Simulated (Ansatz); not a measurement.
Start from InP in the zinc blende structure (space group F-43m, No. 216; a = 5.879 Å). Axes: x, y, z lie along the cube axes.

Modification: uniaxial stress, 5 GPa compression along z, with the cell and atoms free to relax against it.

Computed with PBEsol (Ansatz, a first-principles code; PAW; 420 eV plane waves; scalar-relativistic without spin-orbit coupling), earlier PAW set.

Give the band edges at the high-symmetry points of the new zone, measured from its valence-band maximum.


```
point  valence edge (eV)  conduction edge (eV)
-----  -----------------  --------------------
Γ                   0.00                  0.21
X                  -2.29                  1.59
P                  -3.50                  4.72
N                  -0.92                  0.62
M                  -3.51                  0.61
S                  -3.40                  0.73
S₀                 -3.40                  0.73
R                  -3.54                  1.47
G                  -3.54                  1.47
```

The gap is 0.21 eV, direct at Γ.

Load acts through the strain it causes; cell and atoms are relaxed under it. Beyond what the load breaks, stability against distortions was not tested. The zero or small gap of InP under uniaxial stress, 5 GPa compression along z can change with the level of theory. k-point labels follow each cell's own Brillouin zone.
